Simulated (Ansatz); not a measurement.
Consider ZnSiP$_{2}$ in the chalcopyrite structure (space group I-42d, No. 122; a = 5.353 Å, c = 10.446 Å). Axes: x, y, z lie along a, b, c of the conventional cell.

Computed with Kohn–Sham DFT with the PBEsol functional, run in Ansatz (an electronic-structure program) with PAW and 420 eV plane waves, no spin-orbit coupling, earlier PAW set.

Before the change:

| Property | Value |
|---|---|
| Pressure | 0.00 GPa |
| Band gap | 1.16 eV |

One thing is altered: tensile biaxial strain of 3.72 % in the plane normal to [001], as in epitaxy on a mismatched substrate; the out-of-plane cell vector and the atoms relax.

What happens to the pressure and band gap?

The pressure (mean of the normal stresses, compression positive) goes from zero to -3.05 GPa; the band gap shrinks by 0.37 eV, from 1.16 eV to 0.79 eV.

Whether these cells are dynamically stable was not tested.
